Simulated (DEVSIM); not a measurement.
Device: Si p+/n-/n+ power diode, at 300 K.

| layer (left to right) | material | thickness (μm) | Nd (cm⁻³) | Na (cm⁻³) | τn (s) | τp (s) |
|---|---|---|---|---|---|---|
| 1 | Si | 3.50 | - | 2.5e18 | 9.4e-5 | 9.4e-5 |
| 2 | Si | 3.80 | 2.3e14 | - | 9.4e-5 | 9.4e-5 |
| 3 | Si | 1.70 | 2.4e18 | - | 9.4e-5 | 9.4e-5 |

Left contact: ohmic. Right contact: ohmic. Voltage is applied to the left contact. Recombination: SRH at mid-gap, radiative. Mobility is μmin + (μ − μmin)/(1 + (N/Nref)^α).

The device is made up for the run: typed textbook-type constants, with dimensions and the other settings drawn at random. Values at 300 K.

```csv
parameter,Si
gap (eV),1.124
affinity (eV),4.05
permittivity,11.7
Nc (cm⁻³),2.86e19
Nv (cm⁻³),3.1e19
μn (cm²/Vs),1417
μp (cm²/Vs),470
"μn,min",52
"μp,min",45
"Nref,n",9.7e16
"Nref,p",2.2e17
αn,0.68
αp,0.72
B (cm³/s),4.7e-15
```

DEVSIM, 1D drift-diffusion, Boltzmann statistics, complete ionisation; no tunnelling, impact ionisation, image-force lowering or self-heating.

The thickness of layer 1 was swept, all else fixed.

| thickness of layer 1 (μm) | dark forward voltage at 100 A/cm² (V) | dark forward voltage at 1 A/cm² (V) |
|---|---|---|
| 0.7 | 0.846 | 0.726 |
| 1.2 | 0.856 | 0.736 |
| 2.1 | 0.866 | 0.745 |
| 3.5 | 0.873 | 0.752 |
| 6 | 0.879 | 0.757 |
| 10 | 0.883 | 0.761 |
| 18 | 0.888 | 0.763 |

From the first row to the last the dark forward voltage at 100 A/cm² goes from 0.846 to 0.888. From the first row to the last the dark forward voltage at 1 A/cm² goes from 0.726 to 0.763.
